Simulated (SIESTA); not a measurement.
## Several settings converged on Tc (P-3m1, 2 atoms in the cell)

```yaml
crystal:
  lattice:
    - [1.36315, -2.36104, 0.00000]
    - [1.36315, 2.36104, 0.00000]
    - [0.00000, 0.00000, 4.36805]
  atoms:
    - { symbol: Tc, position: [0.33333, 0.66667, 0.26145] }
    - { symbol: Tc, position: [0.66667, 0.33333, 0.75000] }
```

Base method: SIESTA 5.4.2 with GGA PBEsol, numerical atomic orbitals DZP, PseudoDojo PBEsol standard norm-conserving potentials (rewritten from UPF to PSML).

Base settings: XC.functional = GGA; XC.authors = PBEsol; potentials = PseudoDojo PBEsol standard; PAO.BasisSize = DZP; PAO.EnergyShift = 0.01 Ry; MeshCutoff = 300 Ry; kgrid.MonkhorstPack = 6 6 4; OccupationFunction = MP; OccupationMPOrder = 0; ElectronicTemperature = 0.1 eV.

Core times come from one kind of shared machine, to one figure; runs under 30 s give none.

**The k-point mesh at a smearing width of 0.02 eV**

In this ladder: ElectronicTemperature = 0.02 eV.

Only quantities that move along the ladder and can be compared are tabulated.

```tsv
kgrid.MonkhorstPack	free energy less the last step's (meV/atom)	pressure (GPa)	largest difference of a force vector from the last step's (eV/Å)	core time / last (rough)
5 5 3	-64.95	-3.08	0.252	–
6 6 3	-1.94	-2.21	0.157	–
7 7 4	-1.49	-1.99	0.336	–
9 9 5	4.27	-1.87	0.010	–
10 10 6	3.13	-1.87	0.085	–
12 12 7	2.72	-2.13	0.020	0.2
15 15 8	1.70	-2.04	0.045	0.5
18 18 10	-1.12	-2.09	0.014	0.6
22 22 12	0.00	-2.03	0.000	1
```

Coarsest kgrid.MonkhorstPack that holds the pressure within 0.2 GPa of the last step, with all finer ones: 6 6 3; the step before is off by 1.1 GPa.

Coarsest kgrid.MonkhorstPack that holds the free energy within 5 meV/atom of the last step, with all finer ones: 6 6 3; the step before is off by 65 meV/atom.

Coarsest kgrid.MonkhorstPack that holds the forces within 0.005 eV/Å: not settled: the last two steps still differ by 0.014 eV/Å, over half the tolerance, so the ladder does not show it.

**The width of Fermi-Dirac smearing**

In this ladder: kgrid.MonkhorstPack = 10 10 7; OccupationFunction = FD; OccupationMPOrder = default.

Narrow widths need finer meshes than wide ones, so the last steps can hold mesh noise.

Only quantities that move along the ladder and can be compared are tabulated; pressure and forces are left out, as mesh noise rules them at narrow widths.

```csv
ElectronicTemperature,free energy less the last step's (meV/atom)
1 eV,-1700.27
0.5 eV,-421.00
0.3 eV,-148.60
0.2 eV,-63.56
0.1 eV,-12.35
0.05 eV,0.00
```

Widest ElectronicTemperature that holds the free energy within 5 meV/atom: not settled: the last two steps still differ by 12 meV/atom, over half the tolerance, so the ladder does not show it.

**The SCF threshold**

In this ladder: SCF.DM.Tolerance = default; SCF.DM.Converge = false; SCF.H.Converge = false; SCF.FreeE.Converge = true.

The mesh stays at the base's, so the ladder's end is converged at best in this setting alone.

Only quantities that move along the ladder and can be compared are tabulated.

| SCF.FreeE.Tolerance | largest difference of a force vector from the last step's (eV/Å) |
|---|---|
| 1.0E-01 eV | 0.007 |
| 1.0E-02 eV | 0.007 |
| 1.0E-03 eV | 0.007 |
| 1.0E-04 eV | 0.010 |
| 1.0E-05 eV | 0.001 |
| 1.0E-06 eV | 0.000 |
| 1.0E-07 eV | 0.000 |
| 1.0E-08 eV | 0.000 |
| 1.0E-10 eV | 0.000 |

Coarsest SCF.FreeE.Tolerance that holds the forces within 0.005 eV/Å of the last step, with all finer ones: 1.0E-05 eV; the step before is off by 0.010 eV/Å.

On the base run: the starting cell has typed, rounded lattice constants, without a prior relaxation at this level. Its lattice was rescaled by up to half a per cent. One atom was moved a little off its site on purpose. Spin polarisation is off. Values carry the incompleteness of an atom-centred basis. Without a gap this mesh is coarse (it stands for a supercell whose shortest vector is 16 Å).

Left out of this page: 2 runs of the series outside the window shown, repeating another row's setting, or not comparable; 1 run of the series failed or unconverged.
